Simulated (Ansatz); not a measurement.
Take Re in the hcp (Mg type) structure (space group P6_3/mmc, No. 194) as the base.

```
Re
1.0
    2.75770     0.00000     0.00000
   -1.37885     2.38824     0.00000
    0.00000     0.00000     4.46255
Re
2
Cartesian
  0.00000   1.59216   3.34691
  1.37885   0.79608   1.11564
```

Computed with Ansatz (a first-principles code) r2SCAN, no spin-orbit coupling, earlier PAW set.

For the base:

The lattice parameter a comes out as 2.758 Å and the c/a ratio is 1.618.

Now apply this change: a negative pressure, −2 GPa.

Problem. Estimate the effect on the lattice parameter a and c/a ratio.

Solution. The lattice parameter a rises by 0.005 Å (2.758 Å → 2.763 Å); the c/a ratio remains 1.618.

Load acts through the strain it causes; cell and atoms are relaxed under it. Whether these cells are dynamically stable was not tested. All final runs are without spin polarisation.
